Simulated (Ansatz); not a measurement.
TiB2: alloy series

Start from TiB2 (space group P6/mmm, No. 191).

```
TiB2
1.0
    3.02469     0.00000     0.00000
   -1.51235     2.61946     0.00000
    0.00000     0.00000     3.22263
Ti B
1 2
Direct
  0.00000   0.00000   0.00000
  0.33333   0.66667   0.50000
  0.66667   0.33333   0.50000
```

The other end (x = 1) is HfB2 (space group P6/mmm, No. 191): 9.88 Å³/atom, gap zero.

Hf replaces a fraction x of Ti; each row is one arrangement (x, atoms in the cell, starting space group or random), fully relaxed.

Method: r2SCAN (Ansatz, a quantum-chemistry and plane-wave program; PAW; 500 eV plane waves; spin-orbit coupling left out).

Notes on the quantities. mixing energy: to 0.01 eV only: unlike meshes or grids; deviation of the volume from the linear: Vegard-type) interpolation.

```tsv
change	mixing energy	shortest interatomic distance	deviation of the volume from the linear
base	–	1.746 Å	–
x(Hf) = 0.25, 12 atoms, Immm	+0.02 eV/atom	1.738 Å	+0.3 %
x(Hf) = 0.25, 12 atoms, P6/mmm	+0.02 eV/atom	1.737 Å	+0.4 %
x(Hf) = 0.25, 12 atoms, Pmmm	+0.02 eV/atom	1.739 Å	+0.4 %
x(Hf) = 0.333, 9 atoms, P6/mmm	+0.02 eV/atom	1.729 Å	+0.5 %
x(Hf) = 0.5, 12 atoms, Cmcm	+0.02 eV/atom	___	+0.4 %
x(Hf) = 0.5, 12 atoms, C2/m	+0.03 eV/atom	1.746 Å	+0.5 %
x(Hf) = 0.75, 12 atoms, Pmmm	+0.02 eV/atom	1.770 Å	+0.3 %
```

Problem. Some entries are withheld; estimate them.

Solution. 
- x(Hf) = 0.5, 12 atoms, Cmcm, shortest interatomic distance: 1.780 Å

Each cell is one ordered arrangement of few atoms, which overstates ordering effects compared with a random alloy. No phonon test of stability was made. All final runs are without spin polarisation.
